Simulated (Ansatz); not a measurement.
The starting structures come from a database of crystals and need not be the phases stable at ambient conditions.

By PBEsol, the system below comes out a metal.

Here is the system:

```yaml
crystal:
  lattice:
    - [7.07500, 0.00000, 0.00000]
    - [-3.53750, 6.12713, 0.00000]
    - [3.53750, 2.04238, 2.88836]
  atoms:
    - { symbol: Mo, position: [0.25000, 0.75000, 0.75000] }
    - { symbol: Mo, position: [0.75000, 0.25000, 0.25000] }
    - { symbol: Mo, position: [0.75000, 0.00000, 0.75000] }
    - { symbol: Mo, position: [0.25000, 0.00000, 0.25000] }
    - { symbol: Mo, position: [0.50000, 0.50000, 0.75000] }
    - { symbol: Mo, position: [0.50000, 0.50000, 0.25000] }
    - { symbol: Ir, position: [0.00000, 0.50000, 0.50000] }
    - { symbol: Ir, position: [0.00000, 0.00000, 0.00000] }
```

Space group of this cell: Pm-3n, A15 (Cr3Si type). The cell is taken as given; by PBEsol its mean pressure is -10.5 GPa.

The current flows along the normal of the first two printed cell vectors, the (111) plane of the conventional cell. No spin-orbit coupling; the value is a mean over 0.1 eV about the Fermi level.

Question: State the ballistic conductance per area according to PBEsol run with Ansatz (a program for electronic structure).

Answer: 0.94 × 10¹⁵ S/m² for both spins.
